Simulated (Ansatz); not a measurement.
The reference is GaN in the zinc blende structure (space group F-43m, No. 216; a = 4.498 Å).

Levels (all Ansatz, a first-principles code, PAW, earlier PAW set): PBEsol (420 eV, spin-orbit coupling left out); r2SCAN (500 eV, scalar-relativistic without spin-orbit coupling).

Its gap is 1.70 eV with PBEsol and 2.17 eV with r2SCAN.

One thing is altered: every Ga is replaced by B; the structure is relaxed again.

With PBEsol the gap becomes 4.29 eV.

Task: If the r2SCAN correction stayed the same, what would the r2SCAN gap be, and what does the r2SCAN run give?

Result: A rigid correction of +0.47 eV gives 4.76 eV. The r2SCAN run gives 5.00 eV, so the correction itself changes by +0.24 eV.

Single points use the geometry relaxed with PBEsol. Stability against distortions was not tested. This is not the structure that GaN has at room temperature and ambient pressure.
